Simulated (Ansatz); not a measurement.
# Response to strain in hypothetical Fm-3m MoTe2

The parent structure is MoTe2 (space group Fm-3m, No. 225; a hypothetical phase, not in the database extracts checked; relaxed with 0.1 eV smearing).

```yaml
crystal:
  lattice:
    - [0.00000, 3.33109, 3.33109]
    - [3.33109, 0.00000, 3.33109]
    - [3.33109, 3.33109, 0.00000]
  atoms:
    - { symbol: Mo, position: [0.00000, 0.00000, 0.00000] }
    - { symbol: Te, position: [0.25000, 0.25000, 0.25000] }
    - { symbol: Te, position: [0.75000, 0.75000, 0.75000] }
```

Cartesian axes are those of the cell as printed.

Strains are applied to the cell and any free atomic positions relax; under biaxial strain the out-of-plane vector relaxes too.

The values are results of Ansatz (an electronic-structure program) PBE, no SOC, earlier PAW set, not measurements.

Notes on the quantities. energy relative to the base: free energy F; pressure: mean of the normal stresses, compression positive.

| case | energy relative to the base | pressure | space group | shortest interatomic distance |
|---|---|---|---|---|
| base | 0 meV/atom | 0.0 GPa | Fm-3m (No. 225) | 2.885 Å |
| biaxial strain −2.48 %, plane normal [001], relaxed out of plane | +11 meV/atom | 2.2 GPa | I4/mmm (No. 139) | 2.863 Å |
| isotropic strain −0.69 % | +3.0 meV/atom | 1.9 GPa | Fm-3m (No. 225) | 2.865 Å |
| isotropic strain +2.65 % | +39 meV/atom | -5.8 GPa | Fm-3m (No. 225) | 2.961 Å |
| uniaxial strain ε_yy = −0.95 % | +0.8 meV/atom | 0.9 GPa | I4/mmm (No. 139) | 2.876 Å |
| uniaxial strain ε_zz = −3.77 % | +14 meV/atom | 3.7 GPa | I4/mmm (No. 139) | 2.849 Å |

No phonon test of stability was made. The final runs are not spin-polarised. MoTe2 has a high density of states at the Fermi level and may be magnetic at this level.
